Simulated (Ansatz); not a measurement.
Ansatz (a program for electronic structure), DFT, PBE, plane waves, its default PAW files, spin-polarised: Ni(111) slab of 8 layers, 1x1, atoms displaced (Ni8), unrelaxed, 8 atoms, spin-polarised from a ferromagnetic start (1 μB on Ni). Basis and mesh were picked for this test and aren't claimed converged.

```yaml
cell: 2.49, 2.49, 24.24 Å; 90, 90, 60°
distance_to_the_nearest_atom: 2.43 to 2.49 Å
task: single point
k mesh: 10×10×1
hamiltonian.xc: pbe
kind_of_files: paw
scf.occupations.method: fermi_dirac
scf.occupations.width: 0.05 eV
output.forces: true
magnetization.spin_polarized: true
binding of workers (--pin): off
k-point pools (--kpoint-pools): 1
memory maximum (--max-ram): 8GiB
accuracy: medium (default)
basis.precision: auto (default)
basis.xc_grid: 2 (default)
scf.eigensolver.kind: auto (default)
scf.convergence.dr2_threshold: 1e-07 (default)
scf.lower_state_search: light (default)
k-points after symmetry (for each spin): 52
bands_at_the_start: 92
electrons: 144
plane waves at Γ: 2451
cutoff (eV): 420
FFT grid: 18×18×180
symmetry_operations: 1
```

Settings of this run: scf.mixing.algorithm = broyden, scf.mixing.preconditioner = kerker; 4 threads.

```tsv
iteration	dr2 (eV)	Hψ
1	6.04e0	38215
2	8.19e0	13989
3	8.17e0	9582
4	3.89e0	16988
5	2.63e0	15993
6	1.22e0	10624
7	1.19e0	20348
8	8.25e-1	11587
9	3.18e-1	12522
10	5.87e-1	19615
11	6.83e-1	10775
12	2.88e-1	10252
13	1.71e-1	11530
14	3.69e-1	15136
…	…	…
24	4.84e-3	14234
25	9.89e-4	16932
26	6.01e-4	13663
27	4.17e-4	15047
28	4.70e-4	17036
29	1.55e-4	11459
30	9.51e-5	19237
31	1.57e-5	12013
…	…	…
39	2.99e-7	17075
40	1.31e-7	11375
41	2.09e-7	15152
42	5.95e-8	12008
43	3.34e-7	17044
44	1.72e-8	9995
45	2.03e-8	14688
46	8.53e-8	25958
```

It converged after 46 SCF iterations. The residual passes the threshold 4 iterations ahead of the end: the program's stop has further conditions (on the energy's change, on-site and spin residuals, and checks that can put off the close).

Task: Which change of one setting makes this cycle converge in far fewer steps?

Result: One answer among several that fit: scf.mixing.preconditioner = auto (default) (19 SCF iterations), all else kept. The other changes of this size gave: scf.mixing.preconditioner = none (32); scf.mixing.algorithm = auto (default) (45). In that run the program took: scf.mixing.preconditioner LDOS, scf.eigensolver.kind band_cg, --slots 4. The change moves the result by: energy under 0.001 meV/atom, forces (largest component) 0.037 meV/Å, magnetization under 0.001 μB/atom, absolute magnetization under 0.001 μB/atom. Counts are of single runs.

Keys are those of Ansatz 0.2.
